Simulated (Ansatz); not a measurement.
The starting structures come from a database of crystals and need not be the phases stable at ambient conditions.

Here is the system:

```yaml
crystal:
  lattice:
    - [7.15729, 0.00000, 0.00000]
    - [0.00000, 7.15729, 0.00000]
    - [0.00000, 0.00000, 4.67485]
  atoms:
    - { symbol: Y, position: [0.50000, 0.00000, 0.79354] }
    - { symbol: Y, position: [0.00000, 0.50000, 0.20646] }
    - { symbol: Ag, position: [0.00000, 0.00000, 0.00000] }
    - { symbol: Ag, position: [0.50000, 0.50000, 0.00000] }
    - { symbol: Te, position: [0.29864, 0.20136, 0.28132] }
    - { symbol: Te, position: [0.20136, 0.70136, 0.71868] }
    - { symbol: Te, position: [0.70136, 0.79864, 0.28132] }
    - { symbol: Te, position: [0.79864, 0.29864, 0.71868] }
```

Space group of this cell: P-42_1m. The cell is taken as given.

Transport runs along the normal of the first two printed cell vectors, the (001) plane of the conventional cell.

No gap correction and no spin-orbit coupling; mid-gap values are interpolated between computed energies.

Task: Predict the band gap and the smallest decay constant κ at mid-gap from r2SCAN (Ansatz, a first-principles code).

Result: Gap 1.16 eV on a 4×4×6 mesh; κ = 0.144 1/Å, at the zone centre.
